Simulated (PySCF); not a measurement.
PySCF 2.14.0, TPSSH/def2-svp, df: Si(Me)2(Vi)(OEt) (C=C[Si](C)(C)OCC), 22 atoms. The geometry is a generated start, not checked to be a minimum at this level.

- task: energy
- method: tpssh
- basis: def2-svp
- two-electron scheme: density fitting
- mol.max_memory: 3000 MB
- mf.max_cycle: 100
- mf.init_guess: minao (default)
- mf.DIIS: CDIIS (default)
- mf.diis_space: 8 (default)
- mf.conv_tol: 1e-09 (default)
- mf.grids.level: 3 (default)
- basis functions: 186
- grid points: 255288

```xyz
22

C      2.6853    -0.8766    -1.2219
C      1.4899    -0.3083    -1.2587
Si     0.5558     0.4551     0.2052
C      0.7881     2.3364     0.2744
C      1.0931    -0.4031     1.8231
O     -1.0568     0.3188    -0.0329
C     -1.8209    -0.8524    -0.1354
C     -3.2514    -0.4923    -0.5083
H      3.2439    -0.9595    -0.3041
H      3.1612    -1.2862    -2.1017
H      0.9834    -0.2575    -2.2190
H      1.8278     2.5867     0.4490
H      0.1997     2.7783     1.0716
H      0.4862     2.8052    -0.6559
H      0.9726    -1.4819     1.7560
H      0.4922    -0.0578     2.6603
H      2.1321    -0.2054     2.0645
H     -1.8016    -1.3834     0.8243
H     -1.3844    -1.5142    -0.8943
H     -3.6718     0.1700     0.2433
H     -3.8581    -1.3914    -0.5724
H     -3.2662     0.0197    -1.4670
```

One run each on 2 threads, 1 BLAS thread. Values of level_shift (Hartree) tried: 0 (default), 0.1, 0.3, 1.

### Question
Which value of level_shift (Hartree) needs the fewest Fock builds, and what happens away from it?

### Answer
Fewest Fock builds, within one of each other: 0 (default) with 12, 0.1 with 12. The count rises to 30 at 1. All converge to one solution.

```csv
level_shift (Hartree),Fock builds,end
0 (default),12,same solution
0.1,12,same solution
0.3,14,same solution
1,30,same solution
```
